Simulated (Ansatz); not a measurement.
## A computed series for Sn: element substitutions

Start from Sn (space group I4_1/amd, No. 141; a = 5.8331 Å, c = 3.1580 Å).

Each row replaces one element on all its sites; cell and atoms are relaxed.

Levels (all Ansatz, an electronic-structure program, PAW, earlier PAW set): PBEsol (420 eV, no spin-orbit coupling); r2SCAN (500 eV, without spin-orbit coupling); PBEsol+SOC (420 eV, with spin-orbit coupling).

Pressures by level, all at the geometries relaxed with PBEsol:

| case | PBEsol | r2SCAN | PBEsol+SOC |
|---|---|---|---|
| base | 0.0 GPa | 1.5 GPa | 0.0 GPa |
| Sn → In | 0.0 GPa | 1.3 GPa | -0.1 GPa |
| Sn → Zn | 0.0 GPa | [?] | 0.0 GPa |
| Sn → Ge | 0.0 GPa | 1.3 GPa | 0.0 GPa |

Question: What belongs in the blanks?

Answer: 
- Sn → Zn, r2SCAN: 1.1 GPa

Single points use the geometry relaxed with PBEsol. Their cutoffs differ, which shifts pressures a little. Differences between runs with and without spin-orbit coupling are approximate. Stability against distortions was not tested. As relaxed here, In and Zn are hypothetical phases, not in the database extracts checked. For Ge in this form, whether it has been made was not checked. This is not the structure that Ge has at room temperature and ambient pressure.
